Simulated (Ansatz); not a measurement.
# How the equilibrium lattice constant a of TaGa3 (model structure, started from the Cu3Au type, Pm-3m, No. 221, 4 atoms in the cell) moves with the method

No measured value is used here.

```
level (code)     value (Å)
---------------  ---------
LDA (Ansatz)         3.937
PBE (Ansatz)         4.034
PBEsol (Ansatz)      3.975
r²SCAN (Ansatz)        [?]
```

Task: Complete the blanks.

Result: 
- r²SCAN (Ansatz, a first-principles code), value (Å): 3.988

Density-functional levels without +SOC have no spin–orbit coupling. Cutoffs differ between the levels. Ansatz's density-functional and Hartree–Fock values are scalar-relativistic unless marked +SOC, with PAW data made under PBE.

A model structure was made by putting elements into a prototype or built by hand; it is no filed structure, need not be a known phase, and can be a saddle point held by its symmetry.
